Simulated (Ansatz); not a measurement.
Start from ScAl₃ in the Cu3Au type structure (space group Pm-3m, No. 221; a = 4.0725 Å; relaxed with 0.1 eV smearing). Axes: x, y, z lie along the cube axes.

Calculations: Ansatz (an electronic-structure program), PBEsol, PAW, cutoff 420 eV, scalar-relativistic without spin-orbit coupling.

The change: the cell is scaled by 0.9820 in all directions; the atoms relax in the strained cell.

### Question
Predict the stress tensor and what it implies for the stiffness.

### Answer
Stress of the strained cell less that of the base (GPa, compression positive):
```
    5.6     0.0     0.0
    0.0     5.6     0.0
    0.0     0.0     5.6
```

Then B = −ΔP/(ΔV/V₀) with ΔV/V₀ = -0.0530 gives secant stiffness values (nonlinear terms included at this strain): B ≈ 105 GPa.

As a check, the harmonic strain energy −½ V₀ Δσ:ε is 16 meV/atom; the computed energy rise is 15 meV/atom.

Stability against distortions was not tested. The final runs are not spin-polarised.
